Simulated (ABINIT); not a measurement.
## ABINIT run on Si (Fd-3m, 2 atoms in the cell): self-consistent single point

Method: PBE, PAW (JTH v2.0 PBE PAW) (plane waves; ABINIT).

The input file:

```
# Si, JTH v2.0 PBE PAW
pp_dirpath "./"
pseudos "Si.GGA_PBE-JTH.xml"
acell 3*1.0
rprim
         0.0000000000    5.1315512914    5.1315512914
         5.1315512914    0.0000000000    5.1315512914
         5.1315512914    5.1315512914    0.0000000000
natom 2
ntypat 1
znucl 14
typat 1 1
xred
         0.0000000000    0.0000000000    0.0000000000
         0.2500000000    0.2500000000    0.2500000000
ecut 20
pawecutdg 40
pawxcdev 0
ixc 11
occopt 3
tsmear 0.00036749
nband 9
kptopt 1
ngkpt 7 7 7
nshiftk 1
shiftk 0 0 0
nstep 80
tolvrs 1.0e-11
prtwf 0
prtden 0
```

Output, abridged:

```
 Symmetries : space group Fd -3 m (#227); Bravais cF (face-center cubic)

 -outvars: echo values of preprocessed input variables --------
            acell      1.0000000000E+00  1.0000000000E+00  1.0000000000E+00 Bohr
             ecut      2.00000000E+01 Hartree
              ixc          11
         kptrlatt        7    0    0      0    7    0      0    0    7
          kptrlen      5.07997660E+01
            natom           2
            nband           9
            ngfft          30      30      30
          ngfftdg          45      45      45
             nkpt          20
            nstep          80
             nsym          48
           ntypat           1
           occopt           3
        pawecutdg      4.00000000E+01 Hartree
         pawxcdev           0
            rprim      0.0000000000E+00  5.1315512914E+00  5.1315512914E+00
                       5.1315512914E+00  0.0000000000E+00  5.1315512914E+00
                       5.1315512914E+00  5.1315512914E+00  0.0000000000E+00
          spgroup         227
           tolvrs      1.00000000E-11
           tsmear      3.67490000E-04 Hartree
            typat      1  1
           useylm           1
             xred      0.0000000000E+00  0.0000000000E+00  0.0000000000E+00
                       2.5000000000E-01  2.5000000000E-01  2.5000000000E-01
            znucl       14.00000

== DATASET  1 ==================================================================

 Exchange-correlation functional for the present dataset will be:
  GGA: Perdew-Burke-Ernzerhof functional - ixc=11
 Citation for XC functional:
  J.P.Perdew, K.Burke, M.Ernzerhof, PRL 77, 3865 (1996)

 Real(R)+Recip(G) space primitive vectors, cartesian coordinates (Bohr,Bohr^-1):
 R(1)=  0.0000000  5.1315513  5.1315513  G(1)= -0.0974364  0.0974364  0.0974364
 R(2)=  5.1315513  0.0000000  5.1315513  G(2)=  0.0974364 -0.0974364  0.0974364
 R(3)=  5.1315513  5.1315513  0.0000000  G(3)=  0.0974364  0.0974364 -0.0974364
 Unit cell volume ucvol=  2.7025642E+02 bohr^3
 Angles (23,13,12)=  6.00000000E+01  6.00000000E+01  6.00000000E+01 degrees

 Coarse grid specifications (used for wave-functions):

 getcut: wavevector=  0.0000  0.0000  0.0000  ngfft=  30  30  30
         ecut(hartree)=     20.000   => boxcut(ratio)=   2.05570

 Fine grid specifications (used for densities):

 getcut: wavevector=  0.0000  0.0000  0.0000  ngfft=  45  45  45
         ecut(hartree)=     40.000   => boxcut(ratio)=   2.12958

   7.57164669E+01                                ecore*ucvol(ha*bohr**3)

_setup2: Arith. and geom. avg. npw (full set) are    1155.303    1155.282

--- !BeginCycle
solver: {iscf: 17, nstep: 80, nline: 4, wfoptalg: 10, }
tolerances: {tolvrs: 1.00E-11, }
...

     iter   Etot(hartree)      deltaE(h)  residm     nres2
 ETOT  1  -7.9638472858666    -7.964E+00 6.958E-02 4.264E+00
 ETOT  2  -7.9739774036736    -1.013E-02 5.607E-03 7.537E-01
 ETOT  3  -7.9726505525409     1.327E-03 2.322E-03 1.817E-02
 ETOT  4  -7.9727533564216    -1.028E-04 1.277E-03 4.349E-03
 ETOT  5  -7.9728071815948    -5.383E-05 1.212E-03 9.474E-05
 ETOT  6  -7.9728060796843     1.102E-06 2.881E-04 6.882E-06
   [... 3 lines left out ...]
 ETOT 10  -7.9728067106986    -6.417E-09 1.718E-04 2.181E-09
 ETOT 11  -7.9728067128248    -2.126E-09 9.862E-05 1.768E-09
 ETOT 12  -7.9728067135298    -7.050E-10 7.699E-05 3.331E-10
 ETOT 13  -7.9728067137740    -2.442E-10 4.072E-05 8.073E-11
 ETOT 14  -7.9728067138607    -8.668E-11 3.036E-05 7.303E-12

 At SCF step   14       nres2   =  7.30E-12 < tolvrs=  1.00E-11 =>converged.

 Cartesian components of stress tensor (hartree/bohr^3)
  sigma(1 1)= -6.56410527E-05  sigma(3 2)=  0.00000000E+00
  sigma(2 2)= -6.56410527E-05  sigma(3 1)=  0.00000000E+00
  sigma(3 3)= -6.56410527E-05  sigma(2 1)=  0.00000000E+00

 ----iterations are completed or convergence reached----

 reduced coordinates (array xred) for    2 atoms
       0.000000000000      0.000000000000      0.000000000000
       0.250000000000      0.250000000000      0.250000000000
 cartesian forces (eV/Angstrom) at end:
    1     -0.00000000000000    -0.00000000000000     0.00000000000000
    2      0.00000000000000     0.00000000000000    -0.00000000000000
 frms,max,avg= 1.8215176E-28 2.5295964E-28   0.000E+00  0.000E+00  0.000E+00 e/A
 length scales=  1.000000000000  1.000000000000  1.000000000000 bohr
              =  0.529177208590  0.529177208590  0.529177208590 angstroms
 Fermi (or HOMO) energy (hartree) =   0.20554   Average Vxc (hartree)=  -0.34819
 Eigenvalues (hartree) for nkpt=  20  k points:
 kpt#   1, nband=  9, wtk=  0.00292, kpt=  0.0000  0.0000  0.0000 (reduced coord)
  -0.24511    0.19487    0.19487    0.19487    0.28933    0.28933    0.28933    0.31784
   0.48364
      occupation numbers for kpt#   1
   2.00000    2.00000    2.00000    2.00000    0.00000    0.00000    0.00000    0.00000
   0.00000
 prteigrs : prtvol=0 or 1, do not print more k-points.

--- !EnergyTerms
comment             : Components of total free energy in Hartree
kinetic             :  3.01717811158693E+00
hartree             :  5.49027196223934E-01
xc                  : -4.77794712398205E+00
Ewald energy        : -8.39792528730189E+00
psp_core            :  2.80165285854265E-01
local_psp           : -2.33863256723071E+00
spherical_terms     :  3.69532846586914E+00
internal            : -7.97280591898038E+00
'-kT*entropy'       :  6.23477336750447E-17
total_energy        : -7.97280591898038E+00
total_energy_eV     : -2.16951082302655E+02
...

-Cartesian components of stress tensor (GPa)         [Pressure=  1.9312E+00 GPa]
- sigma(1 1)= -1.93122612E+00  sigma(3 2)=  0.00000000E+00
- sigma(2 2)= -1.93122612E+00  sigma(3 1)=  0.00000000E+00
- sigma(3 3)= -1.93122612E+00  sigma(2 1)=  0.00000000E+00

 Calculation completed.
```

The run converged in 14 iterations.

The starting cell has typed, rounded lattice constants, without a prior relaxation at this level.
